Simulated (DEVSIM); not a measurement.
Structure: Au/La2O3/SiO2/p-Si capacitor, at 300 K.

```
layer (left to right)  material  thickness (nm)  Na (cm⁻³)
---------------------  --------  --------------  ---------
1                         La2O3            28.0          -
2                          SiO2           0.600          -
3                            Si             520     1.2e18
```

Metal gate on the left, work function 5.1 eV. Fixed charge at the semiconductor interface -7.3e10 cm⁻² (in units of +e); no interface traps.

This is a model device: material constants are rounded textbook-type values typed into the input, and sizes, dopings and lifetimes were drawn at random. Values at 300 K.

| parameter | La2O3 | SiO2 | Si |
|---|---|---|---|
| gap (eV) | 5.8 | 9 | 1.124 |
| affinity (eV) | 1.8 | 0.9 | 4.05 |
| permittivity | 27 | 3.9 | 11.7 |
| Nc (cm⁻³) | - | - | 2.86e19 |
| Nv (cm⁻³) | - | - | 3.1e19 |

Simulated with DEVSIM: 1D Poisson equation in equilibrium, Boltzmann statistics, complete ionisation; no quantum confinement or tunnelling. Metal contacts follow the ideal Schottky-Mott rule: no Fermi-level pinning, no interface dipoles.

The La2O3 thickness was swept, all else fixed.

| La2O3 thickness (μm) | minimum of the low-frequency capacitance (μF/cm²) | capacitance of the dielectric stack (μF/cm²) |
|---|---|---|
| 0.011 | 0.290 | 1.58 |
| 0.015 | 0.286 | 1.25 |
| 0.02 | 0.262 | 0.990 |
| 0.024 | 0.254 | 0.849 |
| 0.028 | 0.241 | 0.743 |
| 0.034 | 0.226 | 0.627 |

From the first row to the last the minimum of the low-frequency capacitance goes from 0.290 to 0.226. From the first row to the last the capacitance of the dielectric stack goes from 1.58 to 0.627.
